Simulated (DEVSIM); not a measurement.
Structure: W/AlN/SiO2/p-Si capacitor, at 350 K.

Layer 1 from the left is AlN, thickness (nm) 3.40. Layer 2 from the left is SiO2, thickness (nm) 1.10. Layer 3 from the left is Si, thickness (nm) 15000, Na (cm⁻³) 1.5e15.

Metal gate on the left, work function 4.6 eV. Fixed charge at the semiconductor interface 0 cm⁻² (in units of +e); no interface traps.

This is a model device: material constants are rounded textbook-type values typed into the input, and sizes, dopings and lifetimes were drawn at random. Values at 300 K; Nc and Nv go as T^1.5, mobilities as T to minus their exponent, the gap by Varshni's rule with the affinity fixed.

AlN: gap (eV) 6.1, affinity (eV) 1.9, permittivity 8.5. SiO2: gap (eV) 9, affinity (eV) 0.9, permittivity 3.9. Si: gap (eV) 1.124, affinity (eV) 4.05, permittivity 11.7, Nc (cm⁻³) 2.86e19, Nv (cm⁻³) 3.1e19, Varshni α (eV/K) 0.000473, Varshni β (K) 636.

Q: Estimate by hand the flat-band voltage, the threshold voltage, and compare with a numerical solution.

A: 
- Flat-band voltage: C = 1.30 μF/cm², work-function difference -0.254 V; VFB = φms − qNf/C = -0.25 V; numerical -0.25 V.
- Threshold voltage: φF = 0.250 V, depletion charge √(4εqNφF) = 1.58e-8 C/cm²; VT = VFB + 2φF + Qd/C = 0.26 V; numerical 0.26 V.

Simulated with DEVSIM: 1D Poisson equation in equilibrium, Boltzmann statistics, complete ionisation; no quantum confinement or tunnelling. Metal contacts follow the ideal Schottky-Mott rule: no Fermi-level pinning, no interface dipoles.
